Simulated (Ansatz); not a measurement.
## Effect of uniaxial strain ε_zz = +0.55 % on TlSe

Base system: TlSe (space group I4/mcm, No. 140; a = 7.944 Å, c = 6.969 Å). Axes: x, y, z lie along a, b, c of the conventional cell.

Modification: the cell is stretched by 0.55 % along z with no lateral relaxation; the atoms relax in the strained cell.

Calculations: PBEsol (Ansatz, a quantum-chemistry and plane-wave program; PAW; 420 eV plane waves; spin-orbit coupling left out). k-mesh 9×9×9 (Γ-centred); smearing 0.05 eV (Fermi–Dirac).

```csv
quantity,base,changed,shift
volume per atom,27.49 Å³,27.64 Å³,+0.15 Å³
space group,I4/mcm (No. 140),I4/mcm (No. 140),–
shortest interatomic distance,2.698 Å,2.700 Å,+0.002 Å
energy relative to the base (free energy F),0 meV/atom,+0.2 meV/atom,+0.2 meV/atom
"pressure (mean of the normal stresses, compression positive)",0.0 GPa,-0.2 GPa,-0.2 GPa
band gap,zero,zero,–
"stress (xx, yy, zz, yz, xz, xy; compression positive) (rough)",–,"(-0.1, -0.1, -0.4, 0.0, 0.0, 0.0) GPa",–
```

Final structure:

```
CELL_PARAMETERS angstrom
     -3.97219     3.97219     3.50370
      3.97219    -3.97219     3.50370
      3.97219     3.97219    -3.50370
ATOMIC_POSITIONS crystal
  Tl 0.75000 0.75000 0.00000
  Tl 0.25000 0.25000 0.00000
  Tl 0.75000 0.25000 0.50000
  Tl 0.25000 0.75000 0.50000
  Se 0.18281 0.68281 0.86562
  Se 0.81719 0.31719 0.13438
  Se 0.68281 0.81719 0.50000
  Se 0.31719 0.18281 0.50000
```

Cost of the whole job for the changed cell (relaxation, final SCF and bands): around 2.4 core-minutes (rough).

Without a gap, meshes like the base's 9×9×9 leave anisotropic stresses uncertain by several tenths of a GPa, and small strain energies with them. Spin-orbit coupling, missing from the scalar runs, can matter with Tl. No phonon test of stability was made. The final runs are not spin-polarised. The zero or small gap of TlSe can change with the level of theory.
